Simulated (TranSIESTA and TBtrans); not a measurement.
Device: Cu rod with a vacancy at the surface. Leads: fcc Cu rod along [100], layers of 5 and 4 atoms, a = 3.63 Å. Geometry: 5 atoms about the centre moved by SIESTA (PBE, SZP) to a largest force of 0.04 eV/Å, all others as built. Transport runs along z; the first 18 and the last 18 of the 71 atoms are the lead cells, repeated to infinity.

```xyz
71
Lattice="13.634 0.000 0.000 0.000 13.634 0.000 0.000 0.000 29.040" Properties=species:S:1:pos:R:3 pbc="F F T"
Cu     6.817     6.817     0.000
Cu     9.384     6.817     0.000
Cu     6.817     9.384     0.000
Cu     4.250     6.817     0.000
Cu     6.817     4.250     0.000
Cu     8.100     8.100     1.815
Cu     5.533     8.100     1.815
Cu     8.100     5.533     1.815
Cu     5.533     5.533     1.815
Cu     6.817     6.817     3.630
Cu     9.384     6.817     3.630
Cu     6.817     9.384     3.630
Cu     4.250     6.817     3.630
Cu     6.817     4.250     3.630
Cu     8.100     8.100     5.445
Cu     5.533     8.100     5.445
Cu     8.100     5.533     5.445
Cu     5.533     5.533     5.445
Cu     6.817     4.250     7.260
Cu     4.250     6.817     7.260
Cu     6.817     6.817     7.260
Cu     9.384     6.817     7.260
Cu     6.817     9.384     7.260
Cu     5.533     5.533     9.075
Cu     8.100     5.533     9.075
Cu     5.533     8.100     9.075
Cu     8.100     8.100     9.075
Cu     6.817     4.250    10.890
Cu     4.250     6.817    10.890
Cu     6.817     6.817    10.890
Cu     9.384     6.817    10.890
Cu     6.817     9.384    10.890
Cu     5.583     5.703    12.648
Cu     8.051     5.703    12.648
Cu     5.533     8.100    12.705
Cu     8.100     8.100    12.705
Cu     4.250     6.817    14.520
Cu     6.817     6.895    14.520
Cu     9.384     6.817    14.520
Cu     6.817     9.384    14.520
Cu     5.582     5.703    16.392
Cu     8.051     5.703    16.392
Cu     5.533     8.100    16.335
Cu     8.100     8.100    16.335
Cu     6.817     4.250    18.150
Cu     4.250     6.817    18.150
Cu     6.817     6.817    18.150
Cu     9.384     6.817    18.150
Cu     6.817     9.384    18.150
Cu     5.533     5.533    19.965
Cu     8.100     5.533    19.965
Cu     5.533     8.100    19.965
Cu     8.100     8.100    19.965
Cu     6.817     6.817    21.780
Cu     9.384     6.817    21.780
Cu     6.817     9.384    21.780
Cu     4.250     6.817    21.780
Cu     6.817     4.250    21.780
Cu     8.100     8.100    23.595
Cu     5.533     8.100    23.595
Cu     8.100     5.533    23.595
Cu     5.533     5.533    23.595
Cu     6.817     6.817    25.410
Cu     9.384     6.817    25.410
Cu     6.817     9.384    25.410
Cu     4.250     6.817    25.410
Cu     6.817     4.250    25.410
Cu     8.100     8.100    27.225
Cu     5.533     8.100    27.225
Cu     8.100     5.533    27.225
Cu     5.533     5.533    27.225
```

Run with TranSIESTA and TBtrans (open boundaries, self-consistent; PseudoDojo norm-conserving potentials, scalar-relativistic): PAO.BasisSize SZP, PAO.EnergyShift 0.15 eV, XC.Authors PBE, Mesh.Cutoff 150 Ry, ElectronicTemperature 300 K, TBT.Elecs.Eta 0.001 eV, no spin polarisation.

### Question
Give the current of both spins against bias, self-consistently and from the zero-bias transmission integrated over the bias window.

### Answer
```json
[
 {"V (V)": "0.2", "I self-consistent (μA)": "62.2", "I from the zero-bias T(E) (μA)": "70.6"},
 {"V (V)": "0.4", "I self-consistent (μA)": "98.7", "I from the zero-bias T(E) (μA)": "132"},
 {"V (V)": "0.6", "I self-consistent (μA)": "141", "I from the zero-bias T(E) (μA)": "183"}
]
```

Positive bias raises the left lead's chemical potential. The energy step is 0.02 eV; narrower resonances are cut or missed.

The leads' channel count changes near 0.01 eV, within the thermal window, so values at the Fermi level hang on where that band edge falls. Moving central atoms between leads that stay as built scatters by itself, most near band edges, so not all of the loss belongs to a defect.
